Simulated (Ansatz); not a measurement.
**PtTe2 (model structure, started from the CdCl2 type, R-3m, No. 166, 3 atoms in the cell)**

The numbers are results of PBEsol (PAW; Ansatz, an electronic-structure program), not measurements.

Numerical settings: plane-wave cutoff 520 eV, 16×16×16 k mesh, Fermi–Dirac smearing 0.05 eV, scalar-relativistic PAW data made under PBE.

Cell (relaxed at this level):

```
PtTe2
1.0
    1.98208     1.14435     5.79843
   -1.98208     1.14435     5.79843
    0.00000    -2.28871     5.79843
Pt Te
1 2
Direct
  0.00000   0.00000   0.00000
  0.25324   0.25324   0.25324
  0.74676   0.74676   0.74676
```

```json
{
 "band_gap": "zero (no gap)"
}
```

Note: the relaxation could raise the start's symmetry but not lower it, so the cell can be a saddle point; the cell has widely spaced layers and the level no dispersion term, so their spacing and the moduli can rest on weak binding.

Spin–orbit coupling is not included; it can open a gap where bands touch, and shift volumes and moduli.

Static lattice: no zero-point or thermal effects.

It cost around 6 core-minutes (rough) of CPU time.

A model structure was made by putting elements into a prototype or built by hand; it is no filed structure, need not be a known phase, and can be a saddle point held by its symmetry.
